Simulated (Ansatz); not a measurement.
Results of PBE in Ansatz (plane waves, PAW) for MgTe (model structure, started from the litharge type, P4/nmm, No. 129, 4 atoms in the cell).

Numerical settings: plane-wave cutoff 520 eV, 12×12×10 k mesh (along the axes of the cell as run), Fermi–Dirac smearing 0.05 eV, scalar-relativistic PAW data made under PBE.

Cell (relaxed at this level):

```cif
data_Mg2Te2
_chemical_formula_sum 'Mg2 Te2'
_space_group_name_H-M_alt 'P4/nmm :1'
_space_group_IT_number 129
_space_group_name_Hall 'P 4ab 2ab -1ab'
_cell_length_a 5.67283
_cell_length_b 5.67283
_cell_length_c 6.36546
_cell_angle_alpha 90.000
_cell_angle_beta 90.000
_cell_angle_gamma 90.000
loop_
_space_group_symop_operation_xyz
  'x, y, z'
  '-y+1/2, x+1/2, z'
  '-x, -y, z'
  'y+1/2, -x+1/2, z'
  'x+1/2, -y+1/2, -z'
  '-y, -x, -z'
  '-x+1/2, y+1/2, -z'
  'y, x, -z'
  '-x+1/2, -y+1/2, -z'
  'y, -x, -z'
  'x+1/2, y+1/2, -z'
  '-y, x, -z'
  '-x, y, z'
  'y+1/2, x+1/2, z'
  'x, -y, z'
  '-y+1/2, -x+1/2, z'
loop_
_atom_site_label
_atom_site_type_symbol
_atom_site_symmetry_multiplicity
_atom_site_Wyckoff_symbol
_atom_site_fract_x
_atom_site_fract_y
_atom_site_fract_z
_atom_site_occupancy
Mg1 Mg 2 c 0.50000 0.00000 0.04425 1
Te1 Te 2 a 0.00000 0.00000 0.00000 1
```

Question: Predict the band gap.

Answer: 
- band gap = 0.29 eV (on the SCF k mesh)

Note: the relaxation could raise the start's symmetry but not lower it, so the cell can be a saddle point; the cell has widely spaced layers and the level no dispersion term, so their spacing and the moduli can rest on weak binding.

Spin–orbit coupling is not included; it can close the smallest gap of 0.29 eV.

A model structure was made by putting elements into a prototype or built by hand; it is no filed structure, need not be a known phase, and can be a saddle point held by its symmetry.

Ansatz is a first-principles code.
